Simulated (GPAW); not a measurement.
Band structure of NbB₂ (P6/mmm, 3 atoms in the cell).

```yaml
crystal:
  lattice:
    - [3.11000, 0.00000, 0.00000]
    - [-1.55500, 2.69334, 0.00000]
    - [0.00000, 0.00000, 3.27000]
  atoms:
    - { symbol: B, position: [0.33333, 0.66667, 0.50000] }
    - { symbol: B, position: [0.66667, 0.33333, 0.50000] }
    - { symbol: Nb, position: [0.00000, 0.00000, 0.00000] }
```

Level of theory: PBEsol, GPAW PAW datasets PBEsol (made by gpaw-setup) (plane waves; GPAW).

Settings: mode = pw; ecut = 950 eV; xc = PBEsol; kpts = 12 12 10; mesh shift (steps) = 0 0 0; occupations.name = methfessel-paxton; occupations.width = 0.272 eV; occupations.order = 0; nbands = -12; convergence.density = 1e-05 e/electron; symmetry.symmorphic = false; symmetry.tolerance = 0.0005; maxiter = 120; bandpath_npoints = 50.

The starting cell comes from a database of published, mostly measured structures (it also holds non-ambient and calculated ones), without a prior relaxation at this level. Spin polarisation is off.

Levels in eV from the Fermi level, bands 6 to 13:
| point | 6 | 7 | 8 | 9 | 10 | 11 | 12 | 13 |
|---|---|---|---|---|---|---|---|---|
| Γ | -4.47 | -4.47 | -4.32 | -3.01 | 1.26 | 1.26 | 3.29 | 3.29 |
| M | -9.84 | -5.12 | -4.53 | -4.30 | 0.35 | 1.81 | 2.46 | 3.12 |
| K | -9.19 | -8.55 | -3.71 | -3.71 | 0.03 | 0.03 | 0.91 | 7.37 |
| A | -8.65 | -2.05 | -2.05 | -1.95 | -1.95 | -1.21 | -1.21 | 0.92 |
| L | -8.14 | -6.37 | -5.87 | -3.48 | 2.32 | 2.88 | 3.51 | 5.17 |
| H | -10.21 | -6.14 | -4.40 | -4.40 | 2.32 | 4.72 | 4.72 | 5.11 |

Bands cross the Fermi level along this path, so the cell is metallic at this level.
